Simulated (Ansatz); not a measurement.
## RuAl: energy against strain

RuAl (CsCl type, Pm-3m, 12.895 Å³/atom at rest) under an equal strain ε in the (111) plane with the normal axis free, as in a coherent film. LDA in Ansatz, a plane-wave DFT program (PAW, default set), 420 eV, 19×19×19 Γ-centred mesh, Fermi-Dirac smearing 0.10 eV; ions are relaxed within the symmetry of each cell.

Here s stands for strain and y for E less E0.

```csv
strain (%),E less E0 (meV/atom)
-2.50,?
-1.25,5.70
-0.83,2.43
-0.42,0.57
0.00,0.00
0.42,0.75
0.83,2.72
1.25,5.98
```

Taking a parabola for y over the 7 complete rows: Least squares gives y = 0.000 + 0.1372·s + 3.7373·s². Residuals (row less fit): 0.032, -0.031, -0.032, 0.000, 0.033, 0.031, -0.031; standard error 0.039 (degrees of freedom: 4). Twice the quadratic coefficient over the volume, 2 × 3.7373 meV × 10⁴ × 0.1602 / 12.895 Å³, is twice the biaxial elastic modulus of this plane = 929 ± 6 GPa.

Question: What does the fit predict for y at s = -2.50, and how far is the calculated value from it?

Answer: y = 0.000 + 0.1372 × (-2.50) + 3.7373 × (-2.50)² = 23.015 meV/atom. The calculation gives 23.83 meV/atom, 0.815 meV/atom above the prediction (3.4 % of the range of y in the table). The row lies outside the fitted rows, so this is an extrapolation. From the scatter of the fitted rows alone, a prediction at this place has a standard error of 0.148 meV/atom, so the miss is 5.5 times that.

One order more, fitted to all 13 runs of the series, follows each within 0.01, so the miss is the next term of a smooth law. In a metal these values are sensitive to mesh and smearing; energies are taken to zero smearing, stresses follow the free energy. Rows are the converged runs of the series near zero and its far end; series whose fitted rows scatter by over a few per cent of the range, as at a crossing or softening among them, aren't shown in this form. Most that stay on the fit to the last digits aren't either.
